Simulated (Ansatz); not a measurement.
An Ansatz (a quantum-chemistry and plane-wave program) input (r2SCAN/PAW in Ansatz, no spin-orbit coupling):

Ansatz 0.2 input:
```yaml
crystal:
  lattice:
    - [4.2643806462, 0, 0]
    - [2.1321903231, 3.693061971, 0]
    - [2.1321903231, -1.231020657, 3.5705539341]
  atoms:
    - { symbol: Cd, position: [0, 0, 0] }
    - { symbol: Se, position: [0.5, 0.25, 0.75] }
basis: { ecutwfc: 500, ecutrho_ratio: 4, xc_grid: 4, fft_grid_basis: typed }
kpoints: { mp_grid: { grid: [9, 9, 9] } }
hamiltonian:
  xc: r2scan
  dispersion: none
  pseudopotentials: { kind: paw }
scf: { occupations: { method: fermi_dirac, width: 0.05 } }
relax: { f_tol: 0.005, max_steps: 50, cell: { stress_tol: 0.01, fix: [a, b, gamma] } }
output: { forces: true, stress: true }
checkpoint: { write: state.ck, write_every: 1000 }
```

Problem. Which symmetry and how many k-points will the program report, and about how many plane waves at Γ?

Solution. Space group R3m (ITA 160) with 6 operations, k-points 85 of 729, and 1423 plane waves at Γ.

Problem. And the final pressure?

Solution. 0.97 GPa (compression positive).

The cells carry an imposed strain or load. Whether these cells are dynamically stable was not tested. The cell was made from CdSe in the zinc blende structure (space group F-43m, No. 216) by this change: biaxial strain −1.67 %, plane normal [111], relaxed out of plane.
